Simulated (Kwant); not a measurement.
Device: wire with a side stub in a InAs two-dimensional gas. Effective mass 0.023 mₑ, grid spacing 10 nm, hard walls, nominal width 300 nm (29 grid rows, so walls 300 nm apart), one parabolic valley, scattering region 900 nm long along x; energies count from the band bottom; Fermi energy swept from 0.00014533 to 0.0017257 eV. Closed stub on one side, 330 nm wide and 380 nm deep.

The device is made up for the run: typed textbook-type constants, with dimensions and the other settings drawn at random.

Model: effective-mass tight-binding model on a square grid, one spin, coherent transport at 0 K (Kwant). Conductance is in e²/h.

Task: How many channels do the leads carry at E = 0.597, 1.02, 1.38 meV?

Result: The hard-wall thresholds are n² ħ²π²/(2mW²) = n² × 0.182 meV with W = 300 nm. √(0.597/0.182) = 1.81, so 1. √(1.02/0.182) = 2.37, so 2. √(1.38/0.182) = 2.76, so 2.
